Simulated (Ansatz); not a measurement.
Abridged Ansatz (a first-principles code) output:

```
Relaxation: its limit of steps is 50 (relax.max_steps)
Pseudopotential: Mg, paw, valence charge 10
Crystal: 2 atoms, lattice volume = 41.900 Å³
Basis set: ecut = 420 eV, 821 PW (Γ), exchange–correlation on 48×48×72 points (8 copies of the dense FFT grid, shifted against one another)
Bands: 14, of which v1, the nominal top of the filled ones, is band 10 counted from 1 (9 counted from 0)
Symmetry: 24 space group operations
k-points: 288 of 4851
Functional: x = pbesol(κ = 0.804, μ = 0.12345679012345678), c = pbesol(β = 0.046)
SCF iter   1: F=—  HF=-3824.056891 eV  |F-HF|=—  |Δ(HF+E_count)|=         —  Δρ=2.25e-3  dr2=9.38e-4  ethr=1.77e-3  ⟨swp⟩=5.0  Hψ=20242  notcnv=0
SCF iter   2: F=—  HF=-3824.055559 eV  |F-HF|=—  |Δ(HF+E_count)|=   1.33e-3  Δρ=8.86e-4  dr2=1.78e-4  ethr=4.69e-6  ⟨swp⟩=2.0  Hψ=9007  notcnv=0
SCF 1 converged in 6 iterations: F = -3824.055474 eV  dr2 = 4.81e-10
relax step   1: F+E_penalty+E_count = -3824.05547358 eV  Δ(F+E_penalty+E_count) = +0.000e0 eV  max|allowed force component| = 4.163e-17 eV/Å  Δτ_max = 0.0000 Å  P = +3.457 GPa  Ω = 41.900 Å³  fix = [a, b, gamma]  reactions: a +5.094, b +5.094 GPa  (6 SCF iters, dr2 threshold 1.00e-7 eV, accepted)
[... steps on the carried basis left out ...]
relax step   3: F+E_penalty+E_count = -3824.05553498 eV  Δ(F+E_penalty+E_count) = -6.131e-6 eV  max|allowed force component| = 5.667e-17 eV/Å  Δτ_max = 0.0000 Å  P = +3.349 GPa  Ω = 42.011 Å³  energy of the carried Pulay correction = -1.880e-6 eV  fix = [a, b, gamma]  reactions: a +5.023, b +5.023 GPa  (3 SCF iters, dr2 threshold 8.84e-9 eV, accepted)
Crystal: 2 atoms, lattice volume = 42.011 Å³
SCF iter   1: F=—  HF=-3824.055512 eV  |F-HF|=—  |Δ(HF+E_count)|=         —  Δρ=1.60e-5  dr2=6.15e-9  ethr=2.27e-8  ⟨swp⟩=3.5  Hψ=31488  notcnv=0
SCF iter   2: F=—  HF=-3824.055537 eV  |F-HF|=—  |Δ(HF+E_count)|=   2.55e-5  Δρ=8.03e-6  dr2=2.05e-9  ethr=3.08e-11  ⟨swp⟩=2.0  Hψ=7039  notcnv=0
SCF 4 converged in 5 iterations: F = -3824.055537 eV  dr2 = 9.15e-14
SCF converged after 5 iterations
Free energy (F): -3824.055537 eV
Internal energy: -3824.029204 eV  (E = F + TS)
E sigma→0 (E₀):  -3824.042370 eV
Entropy (-TS):   -0.026333 eV (-13.167 meV/atom)
Fermi energy:    6.348894 eV
--- Forces (eV/Å), atoms counted from 1 ---
  atom   1  Mg    -0.00000000     0.00000000    -0.00000000
  atom   2  Mg     0.00000000     0.00000000     0.00000000
--- Stress (GPa, compression-positive) ---
        5.022877      -0.000000      -0.000000
        0.000000       5.022877       0.000000
       -0.000000       0.000000       0.000864
  P = ⅓ Tr σ = 3.3489 GPa (33.489 kbar)
--- Relaxed structure (3 steps of the walk, 3 accepted, 1 SCFs on fresh bases) ---
  cell:  # Å, volume = 42.0106 Å³
    - [3.025891232696068, -2.886759262608843e-11, 0.0]
    - [1.512945616373034, 2.620498676588971, 0.0]
    - [0.0, 0.0, 5.298111696097007]
  atoms:
    - { symbol: Mg, position: [0.33333333333333326, 0.33333333333333337, 0.75] }
    - { symbol: Mg, position: [0.6666666666666665, 0.6666666666666667, 0.25] }
```

Question: What was computed, and what are the main results?

Answer: Mg, 2 atoms in the cell, with plane-wave PAW DFT at the PBEsol level (Ansatz, 420 eV), scalar-relativistic without spin-orbit coupling. The last SCF converged to F = -3824.055537 eV, or -1912.0278 eV per atom, at a pressure of 3.35 GPa. The total energy compares only with runs of the same code, potentials and settings.

The cells carry an imposed strain or load. Stability against distortions was not tested. The cell was made from Mg in the hcp (Mg type) structure (space group P6_3/mmc, No. 194) by this change: biaxial strain −4.70 %, plane normal [001], relaxed out of plane.

Keys are those of Ansatz 0.2.
